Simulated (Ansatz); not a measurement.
LaWN₃ (R3c, No. 161, 10 atoms in the cell; start mp-989524)

These are LDA (Ansatz, a first-principles code, plane waves, PAW) values and carry that method's errors.

Numerical settings: plane-wave cutoff 520 eV, 8×8×8 k mesh, Fermi–Dirac smearing 0.01 eV, no spin polarisation, scalar-relativistic PAW data made under PBE.

Cell (relaxed with PBEsol):

```
CELL_PARAMETERS angstrom
      2.82391     1.63039     4.57642
     -2.82391     1.63039     4.57642
      0.00000    -3.26077     4.57642
ATOMIC_POSITIONS crystal
  La 0.53683 0.53683 0.53683
  La 0.03683 0.03683 0.03683
  W  0.78549 0.78549 0.78549
  W  0.28549 0.28549 0.28549
  N  0.00038 0.10324 0.55575
  N  0.55575 0.00038 0.10324
  N  0.10324 0.55575 0.00038
  N  0.05575 0.60324 0.50038
  N  0.60324 0.50038 0.05575
  N  0.50038 0.05575 0.60324
```

```json
{
  "band_gap": "0.98 eV",
  "smallest_direct_gap_on_the_k_points_sampled": "1.24 eV",
  "Γ–Γ gap": "1.26 eV"
}
```

Note: cell and atoms aren't relaxed at this level (pressure -4.6 GPa).

Spin–orbit coupling is not included.

Computed values are for the static lattice.

Cost on a shared machine: very roughly 90 core-seconds.

A start named mp-… is a Materials Project structure, which need not be a measured phase.
